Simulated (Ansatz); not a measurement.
Results of r²SCAN-D4 (PAW; Ansatz, a quantum-chemistry and plane-wave program) for zinc-blende NaH (model structure).

Run with plane-wave cutoff 500 eV, 10×10×10 k mesh, gaussian smearing 0.02 eV, scalar-relativistic PAW data made under PBE.

Cell (relaxed at this level):

```cif
data_H4Na4
_chemical_formula_sum 'Na4 H4'
_space_group_name_H-M_alt 'F-43m'
_space_group_IT_number 216
_space_group_name_Hall 'F -4 2 3'
_cell_length_a 5.17999
_cell_length_b 5.17999
_cell_length_c 5.17999
_cell_angle_alpha 90.000
_cell_angle_beta 90.000
_cell_angle_gamma 90.000
loop_
_atom_site_label
_atom_site_type_symbol
_atom_site_symmetry_multiplicity
_atom_site_Wyckoff_symbol
_atom_site_fract_x
_atom_site_fract_y
_atom_site_fract_z
_atom_site_occupancy
Na1 Na 4 a 0.00000 0.00000 0.00000 1
H1 H 4 d 0.75000 0.75000 0.75000 1
```
(The calculation used a cell of 2 atoms; values per cell refer to that cell.)

Problem. Give the computed band gap.

Solution. 
* **band gap**: 4.06 eV (on the SCF k mesh)

Note: the relaxation could raise the start's symmetry but not lower it, so the cell can be a saddle point.

Computed values are for the static lattice.

The result took very roughly 11 core-seconds.

A model structure was made by putting elements into a prototype or built by hand; it is no filed structure, need not be a known phase, and can be a saddle point held by its symmetry.
